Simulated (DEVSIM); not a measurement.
Structure: illuminated Si p-on-n cell, one wavelength, with a back-surface field, at 300 K.

Layer 1 from the left is Si, thickness (μm) 0.110, Na (cm⁻³) 1.1e18, τn (s) 2.8e-9, τp (s) 4.6e-9, absorption coefficient (cm⁻¹) 310. Layer 2 from the left is Si, thickness (μm) 41.0, Nd (cm⁻³) 4.8e16, τn (s) 2.3e-7, τp (s) 2.3e-7, absorption coefficient (cm⁻¹) 310. Layer 3 from the left is Si, thickness (μm) 1.00, Nd (cm⁻³) 1.4e18, τn (s) 2.3e-7, τp (s) 6.9e-6, absorption coefficient (cm⁻¹) 310.

Left contact: ohmic, minority electron recombination velocity 5e6 cm/s. Right contact: ohmic, minority hole recombination velocity 30 cm/s. Voltage is applied to the left contact. Recombination: SRH at mid-gap, radiative, Auger. Light enters at the left, 2.3e18 photons cm⁻² s⁻¹, one pass, no reflection. Mobility is μmin + (μ − μmin)/(1 + (N/Nref)^α).

Constants are typed, rounded textbook-type inputs, not results; the design itself was drawn at random and stands for no fabricated device. Values at 300 K.

Si: gap (eV) 1.124, affinity (eV) 4.05, permittivity 11.7, Nc (cm⁻³) 2.86e19, Nv (cm⁻³) 3.1e19, μn (cm²/Vs) 1417, μp (cm²/Vs) 470, μn,min 52, μp,min 45, Nref,n 9.7e16, Nref,p 2.2e17, αn 0.68, αp 0.72, B (cm³/s) 4.7e-15, Cn (cm⁶/s) 2.8e-31, Cp (cm⁶/s) 9.9e-32.

DEVSIM, 1D drift-diffusion, Boltzmann statistics, complete ionisation; no tunnelling, impact ionisation, image-force lowering or self-heating.

Task: What does the simulation give for the open-circuit voltage, the dark forward voltage at 1 A/cm²?

Result: open-circuit voltage 0.594 V; dark forward voltage at 1 A/cm² 0.650 V.
